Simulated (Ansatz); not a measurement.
Take GeS in the GeS type structure (space group Pnma, No. 62; layered, stacked along the Cartesian x axis) as the base.

```
CELL_PARAMETERS angstrom
     10.66092     0.00000     0.00000
      0.00000     3.68123     0.00000
      0.00000     0.00000     4.35573
ATOMIC_POSITIONS crystal
  Ge 0.62456 0.75000 0.63494
  Ge 0.87544 0.25000 0.13494
  Ge 0.37544 0.25000 0.36506
  Ge 0.12456 0.75000 0.86506
  S  0.34932 0.75000 0.99502
  S  0.15068 0.25000 0.49502
  S  0.65068 0.25000 0.00498
  S  0.84932 0.75000 0.50498
```

Cartesian axes are those of the cell as printed.

The values are results of PBE-D3(BJ), PAW, 420 eV (Ansatz, a program for electronic structure; no spin-orbit coupling), not measurements.

For the base:

The band gap comes out as 1.24 eV. The pressure comes out as 0.0 kbar and the width of the top valence band is 1.40 eV.

One thing is altered: the cell is stretched by 1.43 % along x with no lateral relaxation; the atoms relax in the strained cell.

Task: Predict the new band gap.

Result: The band gap drops by 0.065 eV to 1.17 eV.

Task: What does the calculation give for the pressure after the change?

Result: The pressure (mean of the normal stresses, compression positive) goes from zero to -7.3 kbar.

Task: Estimate the effect on the energy relative to the base.

Result: The energy goes up by 1.2 meV/atom.

Task: What happens to the width of the top valence band?

Result: The width of the top valence band hardly moves (1.40 eV against 1.39 eV).

Task: What does the calculation give for the valence-band top at Γ after the change?

Result: The valence-band top at Γ (three highest levels, from the VBM) is 0.00, -0.64, -0.91 eV.

Whether these cells are dynamically stable was not tested. The program warned that a D3 coordination switch lies within reach, so dispersion energies are less smooth here.
